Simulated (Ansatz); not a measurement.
The starting structures come from a database of crystals and need not be the phases stable at ambient conditions.

 Where the default PAW files enter, the runs use the earlier of Ansatz's two default sets.

The decay constant κ of evanescent states in the gap governs leakage through a thin film.

Input:

```xyz
2
Lattice="4.7344 0.0000 0.0000 0.0000 4.7344 0.0000 2.3672 2.3672 3.2821" Properties=species:S:1:pos:R:3 pbc="T T T"
Cd     0.0000     0.0000     0.0000
Te     4.7344     2.3672     1.6411
```

Space group of this cell: I-4m2. The cell is strained (lengths across the current scaled by 1.02, ions clamped); by r2SCAN its mean pressure is -1.5 GPa.

Transport runs along the normal of the first two printed cell vectors, the (001) (indices of the unstrained crystal) plane of the conventional cell.

The gap is the functional's own, uncorrected, and κ follows it; spin-orbit coupling is left out. Mid-gap values are interpolated between the computed energies.

Q: Estimate the band gap and the smallest decay constant κ at mid-gap that r2SCAN run with Ansatz (a quantum-chemistry and plane-wave program) returns for this system.

A: Gap 0.98 eV on a 10×10×10 mesh; κ = 0.073 1/Å, at the zone centre.
